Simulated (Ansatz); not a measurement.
Start from Sn (space group I4_1/amd, No. 141; a = 5.8862 Å, c = 3.1837 Å).

Calculations: r2SCAN (Ansatz, a program for electronic structure, PAW, scalar-relativistic without spin-orbit coupling).

For the base:

The density comes out as 7.15 g/cm³ and the shortest interatomic distance is 3.049 Å. The band gap is zero.

Modification: cell and atoms relaxed at a pressure of 7 GPa.

Predict the new density.

The density goes up by 0.76 g/cm³ (7.15 g/cm³ → 7.91 g/cm³).

What does the calculation give for the shortest interatomic distance after the change?

The shortest interatomic distance falls by 0.104 Å (3.049 Å → 2.945 Å).

Estimate the effect on the band gap.

The band gap remains zero.

Load acts through the strain it causes; cell and atoms are relaxed under it. Whether these cells are dynamically stable was not tested. Competing high-pressure phases were not computed.
